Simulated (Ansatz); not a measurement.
Ge$_{3}$N$_{4}$ (P6_3/m), PBEsol, rigid bands (Ansatz, a program for electronic structure): N_c = 3.10e18 cm⁻³ at 300 K and an electron conductivity mass of 0.275 mₑ along x (a = (8.06, 0.00, 0.00) Å; b = (-4.03, 6.98, 0.00) Å; c = (0.00, 0.00, 3.08) Å).

Problem. For 1e17 electrons per cm³ at 300 K, place the Fermi level, estimate the Seebeck coefficient of a parabolic band with constant τ, and give mobility and conductivity for τ = 50 fs.

Solution. The level lies k_BT ln(N_c/n) = 0.089 eV below the conduction-band minimum. S ≈ −(k_B/e)[ln(N_c/n) + 5/2] = -511 μV/K, against -513 μV/K from the full bands (mean over directions). μ = eτ/m = 320 cm²/(V·s) and σ = neμ = 5.12 S/cm. τ is assumed, not computed.

Band transport and this doping are assumed; polarons and phonon drag are left out. Spin-orbit coupling is left out.

Computed structure with no diffraction record at hand here (it may be known, metastable or hypothetical): Ge3N4 (P6_3/m).
